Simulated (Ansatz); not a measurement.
## Hypothetical rock salt GaAs, response to strain

Take GaAs in the rock salt structure (space group Fm-3m, No. 225; a = 5.329 Å; a hypothetical phase, not in the database extracts checked) as the base. Axes: x, y, z lie along the cube axes.

Strains are applied to the cell and any free atomic positions relax; under biaxial strain the out-of-plane vector relaxes too.

Method: r2SCAN in Ansatz (plane waves to 500 eV, PAW, without spin-orbit coupling).

Notes on the quantities. pressure: mean of the normal stresses, compression positive; energy relative to the base: free energy F.

| case | pressure | energy relative to the base | shortest interatomic distance |
|---|---|---|---|
| base | 0.0 GPa | 0 meV/atom | 2.665 Å |
| biaxial strain +1.69 %, plane normal [001], relaxed out of plane | -1.8 GPa | +5.2 meV/atom | (withheld) |
| biaxial strain +3.15 %, plane normal [001], relaxed out of plane | -3.1 GPa | +18 meV/atom | 2.621 Å |
| uniaxial strain ε_xx = +0.74 % | (withheld) | +0.4 meV/atom | 2.665 Å |
| uniaxial strain ε_xx = +1.01 % | (withheld) | +0.8 meV/atom | 2.665 Å |
| uniaxial strain ε_yy = +4.19 % | (withheld) | +13 meV/atom | 2.665 Å |

Task: Complete the table.

Result: 
- biaxial strain +1.69 %, plane normal [001], relaxed out of plane, shortest interatomic distance: 2.639 Å
- uniaxial strain ε_xx = +0.74 %, pressure: -0.6 GPa
- uniaxial strain ε_xx = +1.01 %, pressure: -0.8 GPa
- uniaxial strain ε_yy = +4.19 %, pressure: -2.8 GPa

Without a gap, meshes like the base's 15×15×15 leave anisotropic stresses uncertain by several tenths of a GPa, and small strain energies with them. Stability against distortions was not tested. All final runs are without spin polarisation.

Ansatz is a program for electronic structure.
